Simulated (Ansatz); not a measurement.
# CdGeAs2: biaxial strain +1.09 %, plane normal [001], relaxed out of plane

Consider CdGeAs2 in the chalcopyrite structure (space group I-42d, No. 122; a = 5.9422 Å, c = 11.3136 Å). Axes: x, y, z lie along a, b, c of the conventional cell.

It is then changed as follows: biaxial strain +1.09 %, plane normal [001], relaxed out of plane (Cartesian); in-plane vectors clamped, the third vector and the atoms free.

Level of theory: Kohn–Sham DFT with the PBEsol functional, run in Ansatz (a program for electronic structure) with PAW and 420 eV plane waves, without spin-orbit coupling, earlier PAW set. k-mesh 8×8×8 (Γ-centred); smearing 0.05 eV (Fermi–Dirac).

- Volume per atom: 25.17 Å³ (base 24.97 Å³)
- Shortest interatomic distance: 245.2 pm (base 244.8 pm)
- Energy relative to the base (free energy F): +1.4 meV/atom
- Pressure (mean of the normal stresses, compression positive): -0.54 GPa (base -0.01 GPa)
- Band gap: 0.15 eV (uncertain: the edges found look like a band crossing or inverted bands; both cells) (base 0.13 eV)
- Out-of-plane strain: -1.34 %
- Ratio −ε⊥/ε∥: 1.23
- Mean in-plane stress (compression positive): -0.8 GPa

Final structure (turned so that z lies along the plane normal):

```
CdGeAs2
1.0
    6.00696     0.00000     0.00000
    0.00000     6.00696     0.00000
    3.00348    -3.00348     5.58097
Cd Ge As
2 2 4
Direct
  0.25000   0.25000   0.50000
  0.00000   0.00000   0.00000
  0.75000   0.75000   0.50000
  0.50000   0.50000   0.00000
  0.40101   0.62500   0.75000
  0.84899   0.12500   0.75000
  0.12500   0.40101   0.25000
  0.62500   0.84899   0.25000
```

No phonon test of stability was made. The zero or small gap of CdGeAs2 can change with the level of theory.
